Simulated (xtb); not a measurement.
xtb 6.7.1, GFN2-xTB: C[Si](C)(C)[Si](C)(C)O, 24 atoms. The geometry is a generated start, not checked to be a minimum at this level.

```
Item                       Value
-----------------  -------------
run flags                 --grad
method                  GFN2-xTB
--acc                1 (default)
--etemp (K)        300 (default)
basis functions               60
valence electrons             50
```

```xyz
24

Si    -0.9937    -0.0924    -0.0617
C     -1.7885    -0.3456    -1.7847
C     -1.5532     1.6227     0.5724
C     -1.7711    -1.4051     1.1064
Si     1.3366    -0.2401    -0.1134
C      2.0872     0.0361     1.6250
C      2.1504     0.9688    -1.3366
O      1.8410    -1.6925    -0.6913
H     -2.8715    -0.2603    -1.7448
H     -1.4293     0.3962    -2.4920
H     -1.5514    -1.3236    -2.1918
H     -1.1866     1.8109     1.5764
H     -2.6359     1.7069     0.5993
H     -1.1802     2.4188    -0.0654
H     -2.8532    -1.3178     1.1355
H     -1.5358    -2.4161     0.7854
H     -1.4080    -1.2898     2.1240
H      3.1674    -0.0788     1.6138
H      1.8692     1.0306     1.9994
H      1.6916    -0.6737     2.3466
H      1.7754     0.8106    -2.3426
H      1.9487     2.0000    -1.0676
H      3.2279     0.8386    -1.3665
H      1.6629    -2.5045    -0.2259
```

One run each on 1 thread. Values of broydamp tried: 0.02, 0.05, 0.1, 0.2, 0.4 (default), 0.6, 0.8, 1.

### Question
Which value of broydamp needs the fewest SCC iterations, and what happens away from it?

### Answer
Fewest SCC iterations, within one of each other: 0.4 (default) with 13, 0.6 with 14, 0.8 with 13, 1 with 14. The count rises to 21 at 0.02. All converge to one solution.

```
broydamp       SCC iterations            end
-------------  --------------  -------------
0.02                       21  same solution
0.05                       19  same solution
0.1                        17  same solution
0.2                        15  same solution
0.4 (default)              13  same solution
0.6                        14  same solution
0.8                        13  same solution
1                          14  same solution
```
